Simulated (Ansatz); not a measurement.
The reference is ZnSe in the zinc blende structure (space group F-43m, No. 216; a = 5.733 Å).

Method: Kohn–Sham DFT with the PBE functional, run in Ansatz (an electronic-structure program) with PAW and 420 eV plane waves, scalar-relativistic without spin-orbit coupling.

Strains are applied to the cell and any free atomic positions relax.

One change was made to it. Results:

```tsv
quantity	base	after
electron mass	0.090 mₑ (at Γ)	0.10 mₑ (at Γ)
mean gap deformation potential ΔEg/Δln V	–	-4.0 eV
energy relative to the base (free energy F)	0 meV/atom	+16 meV/atom
```

Name the change that was made.
A) isotropic strain −1.50 %
B) isotropic strain +1.50 %
C) isotropic strain −2.00 %

C, isotropic strain −2.00 %. For comparison, the electron mass in the other runs: isotropic strain −1.50 % gives 0.098 mₑ (at Γ); isotropic strain +1.50 % gives 0.080 mₑ (at Γ).

Effective masses come from finite differences of ±0.01 Å⁻¹. No phonon test of stability was made.
